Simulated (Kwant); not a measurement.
System: quantum point contact (saddle potential) in a InAs two-dimensional gas. Effective mass 0.023 mₑ, grid spacing 2.5 nm, hard walls, nominal width 60 nm (23 grid rows, so walls 60 nm apart), one parabolic valley, scattering region 180 nm long along x; energies count from the band bottom; Fermi energy 0.0408 eV. Potential (V0 + ½k y²) cos²(πx/L) for |x| < L/2, with V0 swept from 0.04284 to 0 eV, k = 0.00018 eV/nm², L = 55 nm.

Constants are typed, rounded textbook-type inputs, not results; the design itself was drawn at random and stands for no fabricated device.

Kwant, effective-mass tight-binding model on a square grid, one spin, coherent transport at 0 K. Conductance is in e²/h.

Q: Compare with the saddle-point formula G = Σ 1/(1 + exp(−2π(E − V0 − ħωy(n + ½))/ħωx)), taking ħωy = ħ√(k/m) and ħωx from the curvature along x of V0 plus half of the mode's confinement energy.

A: ħωy = 24.4 meV; at V0 = 34.8 meV the lowest mode has ħωx = 29.7 meV.

```
V0 (meV)  formula  simulation
--------  -------  ----------
40.4        0.090       0.089
34.8         0.22        0.22
29.2         0.47        0.49
23.6         0.79        0.81
18.0         0.99        0.99
12.4         1.11        1.09
```

The formula takes a parabolic saddle in the continuum; the run has the full potential on a grid.
